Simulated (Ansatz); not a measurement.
CsCl-type RuAl, treated with PBEsol-D3(BJ) in Ansatz (PAW).

Settings: plane-wave cutoff 520 eV, 18×18×18 k mesh, Fermi–Dirac smearing 0.05 eV, no spin polarisation, scalar-relativistic PAW data made under PBE.

Energies at three volumes about the minimum:

| V (Å³/atom) | E − E_lowest (meV/atom) |
|---|---|
| 12.566 | 3.89 |
| 12.822 | 0.00 |
| 13.079 | 3.62 |

**Question.** Fit a parabola by hand: where is the minimum, what lattice constant follows, and what is the bulk modulus?

**Answer.** Slopes: (0.00 − 3.89)/(12.822 − 12.566) = -15.195 and (3.62 − 0.00)/(13.079 − 12.822) = 14.086 meV/Å³. Curvature E″ = 2 × (14.086 − (-15.195))/(13.079 − 12.566) = 114.156 meV/Å⁶. From the middle of the first interval, the slope vanishes at V0 = 12.6940 − (-15.195)/114.156 = 12.827 Å³/atom. B = V0 E″ = 12.827 × 114.156 meV/Å³ × 0.1602 GPa per meV/Å³ = 235 GPa. With 2 atoms in the cube, a = (2 × 12.827)^(1/3) = 2.949 Å. The full Birch–Murnaghan fit to all volumes gives V0 = 12.822 Å³/atom and B0 = 234 GPa.

Measured, for comparison: lattice constant a 2.992 Å (temperature not stated, copied from a table, unchecked, not corrected to a static lattice; as tabulated in Acta Metallurgica 41, 863 (1993)).

Ansatz is an electronic-structure program.
